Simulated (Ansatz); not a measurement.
Base system: HfO2 in the fluorite structure (space group Fm-3m, No. 225; a = 5.0585 Å). Axes: x, y, z lie along the cube axes.

Computed with r2SCAN, PAW, 500 eV (Ansatz, an electronic-structure program; without spin-orbit coupling).

Base values:

```
Property    Value
--------  -------
Band gap  4.30 eV
```

Modification: a free-standing slab of 6 layers (18 atoms, 3 a layer) is cut normal to [111], with 15 Å of vacuum and the in-plane cell held at bulk.

Task: What happens to the gap character, excess energy per area of both faces and band gap?

Result: The gap character amounts to direct at M; the excess energy per area of both faces (slab less bulk energy over the cell's area: twice a surface energy) is 2.19 J/m²; the band gap grows by 0.15 eV to 4.45 eV.

The excess energy carries the mismatch between the slab's and the bulk's meshes. Spin-orbit coupling, missing from the scalar runs, can matter with Hf. Stability against distortions was not tested. This is not the structure that HfO2 has at room temperature and ambient pressure. Labels are those of the standard path for the cell's own space group.
